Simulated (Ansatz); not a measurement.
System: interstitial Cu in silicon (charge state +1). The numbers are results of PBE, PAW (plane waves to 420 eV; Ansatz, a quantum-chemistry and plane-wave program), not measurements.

Cell of 64 host sites held at the relaxed PBE lattice; a 2×2×2 k-point mesh shifted by half a step; Fermi-Dirac width 0.01 eV, spin-restricted; finite-size errors left in. Energies are static. The charge state is imposed; whether it is stable for some Fermi level was not computed. Sites that were not tried may lie lower.

Barriers: single points on a 3×3×3 k-point mesh shifted by half a step at the bands' geometries.

The step: one Cu atom jumps by itself; the atom moves 2.37 Å along (0.25, 0.25, -0.25) of the unit cell; the moving atom starts with neighbours 3 Si at 2.44, Si at 2.44, 3 Si at 2.75, 3 Si at 2.76 Å and ends with 3 Si at 2.44, Si at 2.44, 3 Si at 2.75, 3 Si at 2.76 Å.

Task: Estimate the migration barrier of this step that PBE, PAW returns for this input.

Result: 0.11 eV, the same both ways. At the saddle the moving atom has neighbours 6 Si at 2.37 Å. The check of the saddle point's order was inconclusive, and it lies on a symmetry element of the cell, where a band can be held.
